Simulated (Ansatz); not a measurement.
Consider N vacancy in wurtzite AlN, charge state +3. The step: a nearby N atom hops onto the vacant site; the atom moves 3.15 Å along (-1.01, 0.00, 0.00) of the unit cell; the moving atom starts with neighbours Al at 1.82, Al at 1.91, Al at 1.93, Al at 1.94 Å and ends with Al at 1.82, Al at 1.91, Al at 1.93, Al at 1.94 Å. DFT values are from Ansatz (plane-wave PAW, 420 eV unless said) in a cell of 192 host sites, spin-restricted, static, with no finite-size correction. The charge state is imposed; whether it is stable for some Fermi level was not computed. Forms of the defect that were not tried may lie lower. For the PBE band: the saddle point's order was not checked, and it lies on a symmetry element of the cell, where a band can be held.

| Level | Forward barrier (eV) | Cost of the band or of the saddle's single point |
|---|---|---|
| CHGNet universal potential (has no charge state), its own band | 2.09 | - |
| PBE, the Γ point alone, band relaxed | 2.91 | about 24 core-minutes (a rough figure) |
| PBE, a 2×2×2 k-point mesh shifted by half a step along c, same geometries | 2.96 | about 7 core-minutes (a rough figure) |
| r2SCAN at 500 eV, the Γ point alone, same geometries | 3.27 | about 2.2 core-minutes (a rough figure) |
| HSE06, Γ point alone, same geometries | ___ | very roughly 14 core-minutes |

Task: Some entries are withheld; supply them.

Result: 
- HSE06, Γ point alone, same geometries, Forward barrier (eV): 3.28

Ansatz is a quantum-chemistry and plane-wave program.
